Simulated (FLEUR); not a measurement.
FLEUR is run on Li3In2 (R-3m, 5 atoms in the cell), and the run fails. The aim is a self-consistent single point with DFT, PBEsol, all-electron FLAPW (FLEUR), scalar-relativistic valence.

Cell that was meant: a = 5.6263 Å, b = 5.6263 Å, c = 5.6263 Å, α = 49.92°, β = 49.92°, γ = 49.92°.

Part of the input:

```xml
   </comment>
   <calculationSetup>
      <cutoffs Kmax="4.4" Gmax="17.6" GmaxXC="17.6" numbands="0"/>
      <scfLoop itmax="100" minDistance="0.00001" maxIterBroyd="99" imix="Broyden2" alpha="0.05" precondParam="0.0" spinf="2.0"/>
      <coreElectrons ctail="T" frcor="F" kcrel="0" coretail_lmax="0"/>
      <xcFunctional name="PBEs" relativisticCorrections="F"/>
      <magnetism jspins="1"/>
```

Output, abridged:

```
      Welcome to FLEUR        (www.flapw.de)
      MaX-Release 8.1          (www.max-centre.eu)

 ========== k-point set info ==========
 Selected k-point list: default-1
 k-point list type: mesh
 4 x 4 x 4
 Number of k points: 13

 ------------Calculation Setup---------------------------
 Number of basis functions:          980
**************FLEUR-Error*****************
Error message: Broyden 1/2 method not implemented
Error from PE:0/1
 Last known location:
```

Problem. From the messages shown, name the fault and mend the input.

Solution. The fault is an option that the input accepts and this version does not implement. The name passes the check of the input, and the program stops when it reaches the missing routine. To fix it, choose another option. The program stopped with an error.

An input that runs soundly differs in these lines (not the only fix; some lines may just follow from the change or write a value another way):
```diff
-      <scfLoop itmax="100" minDistance="0.00001" maxIterBroyd="99" imix="Broyden2" alpha="0.05" precondParam="0.0" spinf="2.0"/>
+      <scfLoop itmax="100" minDistance="0.00001" maxIterBroyd="99" imix="Anderson" alpha="0.05" precondParam="0.0" spinf="2.0"/>
```

With that input, the run converged in 14 iterations: free energy E − TS -320651.4302 eV; Fermi level (on the code's own zero) 4.70 eV; largest force (vector length) 0.170 eV/Å (DFT, PBEsol, all-electron FLAPW (FLEUR), scalar-relativistic valence).

On the sound input: the starting cell comes from a database of published, mostly measured structures (it also holds non-ambient and calculated ones), without a prior relaxation at this level. Values depend on the basis (sphere radii, cutoffs, local orbitals), which need not be converged.
